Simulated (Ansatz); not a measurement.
The parent structure is BN (space group P6/mmm, No. 191; a hypothetical phase, not in the database extracts checked; made of chains).

```
CELL_PARAMETERS angstrom
      4.53785     0.00000     0.00000
     -2.26893     3.92990     0.00000
      0.00000     0.00000     2.62205
ATOMIC_POSITIONS crystal
  B  0.00000 0.00000 0.50000
  N  0.00000 0.00000 0.00000
```

All numbers come from Kohn–Sham DFT with the PBE functional, run in Ansatz (an electronic-structure program) with PAW and 420 eV plane waves, spin-orbit coupling left out.

One change was made to it. Results:

```tsv
quantity	base	after
shortest interatomic distance	131.1 pm	130.1 pm
band gap	3.51 eV	1.30 eV
```

Problem. Name the change that was made.
A. pressure 0.7 GPa
B. pressure 7.5 GPa
C. pressure 3 GPa

Solution. B, pressure 7.5 GPa. For comparison, the band gap in the other runs: pressure 0.7 GPa gives 2.91 eV; pressure 3 GPa gives 2.13 eV.

From pressure 3 GPa on, the axis ratios lie over 15 % from the base's, so the cell there is far from its starting form. Load acts through the strain it causes; cell and atoms are relaxed under it. Stability against distortions was not tested. No other phases were tried under pressure. The base started in P3_121 and relaxed to P6/mmm at this level. No dispersion term is included, though the crystal is made of layers, chains or molecules, so its spacings can come out too wide.
